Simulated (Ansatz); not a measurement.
# CdS under load (space group P6_3mc): band-edge transport data

```yaml
crystal:
  lattice:
    - [4.14090, 0.00000, 0.00000]
    - [-2.07045, 3.58612, 0.00000]
    - [0.00000, 0.00000, 6.62552]
  atoms:
    - { symbol: Cd, position: [0.33333, 0.66667, 0.99721] }
    - { symbol: Cd, position: [0.66667, 0.33333, 0.49721] }
    - { symbol: S, position: [0.33333, 0.66667, 0.37779] }
    - { symbol: S, position: [0.66667, 0.33333, 0.87779] }
```

Computed with PBE with spin-orbit coupling, rigid bands (plane waves, PAW; Ansatz, a program for electronic structure). Condition of this run: uniaxial stress along c of 0.8 GPa (compression positive) (the target of the relaxation). How the cell was made: cell and atoms relaxed with PBEsol, then loaded as said.

The band gap is 1.25 eV and the electron conductivity mass (300 K, dilute) is 0.149 (x), 0.149 (y), 0.142 (z) mₑ. The hole conductivity mass (300 K, dilute) is 1.34 (x), 1.34 (y), 1.23 (z) mₑ and the effective density of states N_c (300 K) is 1.3e18 cm⁻³. The effective density of states N_v (300 K) comes out as 5.4e19 cm⁻³. The density-of-states mass, electrons is 0.142 mₑ and the density-of-states mass, holes comes out as 1.67 mₑ. The Seebeck coefficient, n-type 1e19 cm⁻³, 300 K is -89 μV/K and the best n-type power factor at 300 K for τ = 10 fs (best axis; densities from 1e16 to 1e21 cm⁻³ tried, whether or not they can be reached) is 1.48 μW/(cm·K²) at 3e18 cm⁻³. The Seebeck coefficient, p-type 1e19 cm⁻³, 300 K is 390 μV/K and the best p-type power factor at 300 K for τ = 10 fs (best axis; densities from 1e16 to 1e21 cm⁻³ tried, whether or not they can be reached) is 11.7 μW/(cm·K²) at 3e20 cm⁻³.

Rigid bands; masses and Seebeck coefficients take one relaxation time τ for all states and one kind of carrier; polarons and phonon drag are left out. Geometry: cell and atoms relaxed with PBEsol.
